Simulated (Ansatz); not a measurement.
Computed with PBE (plane waves to 420 eV, PAW; Ansatz, an electronic-structure program).

Plane-averaged electrostatic potential energy along the normal, in eV from the Fermi level, for a constructed model of the (100) surface of fcc Ni, ferromagnetic, a pseudomorphic layer of Ge in the host's stacking (bottom of the slab: a bare face, its two planes held):

| z (Å) | V (eV) |
|---|---|
| 3.94 | 4.90 |
| 4.22 | 4.90 |
| 4.50 | 4.90 |
| 4.78 | 4.89 |
| 5.06 | 4.88 |
| 5.34 | 4.87 |
| 5.62 | 4.84 |
| 5.91 | 4.78 |
| 6.19 | 4.65 |
| 6.47 | 4.39 |
| 6.75 | 3.85 |
| 7.03 | 2.74 |
| 7.31 | 0.23 |
| 7.59 | -6.30 |
| 7.88 | -13.91 |
| 8.16 | -17.32 |
| 8.44 | -14.59 |
| 8.72 | -7.68 |
| 9.00 | -2.50 |
| 9.28 | -5.35 |
| 9.56 | -12.55 |
| 9.84 | -17.17 |
| 10.12 | -16.02 |
| 10.41 | -9.80 |
| 10.69 | -3.37 |
| 10.97 | -3.78 |
| 11.25 | -10.49 |
| 11.53 | -16.38 |
| 11.81 | -16.97 |
| 12.09 | -11.91 |
| 12.38 | -4.85 |
| 12.66 | -2.88 |
| 12.94 | -8.61 |
| 13.22 | -15.29 |
| 13.50 | -17.38 |
| 13.78 | -13.59 |
| 14.06 | -6.46 |
| 14.34 | -2.50 |
| 14.62 | -6.81 |
| 14.91 | -13.89 |
| 15.19 | -17.39 |
| 15.47 | -14.95 |
| 15.75 | -8.10 |
| 16.03 | -2.48 |
| 16.31 | -4.48 |
| 16.59 | -11.58 |
| 16.88 | -16.89 |
| 17.16 | -16.64 |
| 17.44 | -11.10 |
| 17.72 | -4.59 |
| 18.00 | -3.54 |
| 18.28 | -8.17 |
| 18.56 | -13.05 |
| 18.84 | -15.58 |
| 19.12 | -14.24 |
| 19.41 | -9.65 |
| 19.69 | -3.54 |
| 19.97 | 0.87 |
| 20.25 | 2.82 |
| 20.53 | 3.72 |
| 20.81 | 4.14 |
| 21.09 | 4.32 |
| 21.38 | 4.41 |
| 21.66 | 4.45 |
| 21.94 | 4.47 |
| 22.22 | 4.47 |
| 22.50 | 4.48 |
| 22.78 | 4.48 |
| 23.06 | 4.48 |
| 23.34 | 4.48 |

Model: 7-atom slab, 10.7 Å thick at the start, 15x15x1 mesh, Fermi-Dirac 0.1 eV, dipole correction, 2 atoms held, the rest relaxed; start symmetry kept, larger cells not searched; spin-polarised, ending with about 3.4 μB a cell; orders that need a larger cell were not tried, no spin-orbit, no U. It is one candidate, not shown to be the stable structure of the face.

Question: The surface cell has an area of 6.19 Å². What dipole along the normal does the step between the two vacuum levels imply?

Answer: the top vacuum level lies 0.42 eV below the bottom one; p = −ε₀ A ΔV (ε₀ = 0.005526 e/(V·Å)) gives 0.01 e·Å a cell.
